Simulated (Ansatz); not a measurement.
The parent structure is Mg2Sn (space group Fm-3m, No. 225; a = 6.8162 Å).

Calculations: PBE (Ansatz, a quantum-chemistry and plane-wave program), scalar-relativistic without spin-orbit coupling.

Before the change:

The lattice parameter a is 6.816 Å.

Modification: hydrostatic tension (pressure −2 GPa).

Question: How does this affect the lattice parameter a?

Answer: The lattice parameter a increases by 0.128 Å, from 6.816 Å to 6.944 Å.

Load acts through the strain it causes; cell and atoms are relaxed under it. Whether these cells are dynamically stable was not tested.
